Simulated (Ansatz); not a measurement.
The starting structures come from a database of crystals and need not be the phases stable at ambient conditions.

Tunnelling through a barrier is set by its complex band structure: the current falls as exp(−2κd) with the smallest κ.

Given:

```
CELL_PARAMETERS angstrom
      8.00043     0.00000     0.00000
      0.00000     9.46709     0.00000
      0.00000     0.00000     4.53795
ATOMIC_POSITIONS crystal
  La 0.76219 0.63123 0.25000
  La 0.23781 0.36877 0.75000
  La 0.73781 0.13123 0.75000
  La 0.26219 0.86877 0.25000
  Te 0.53785 0.33147 0.25000
  Te 0.46215 0.66853 0.75000
  Te 0.96215 0.83147 0.75000
  Te 0.03785 0.16853 0.25000
  Cl 0.13479 0.55931 0.25000
  Cl 0.86521 0.44069 0.75000
  Cl 0.36521 0.05931 0.75000
  Cl 0.63479 0.94069 0.25000
```

Space group of this cell: Pnma. The cell is taken as given.

Transport runs along the normal of the first two printed cell vectors.

The gap is the functional's own. No spin-orbit coupling. Mid-gap values are interpolated on the energy grid.

Task: Compute, with Ansatz (a first-principles code) with r2SCAN, the band gap and the smallest decay constant κ at mid-gap.

Result: Gap 1.23 eV on a 4×4×8 mesh; κ = 0.227 1/Å, at the zone centre.
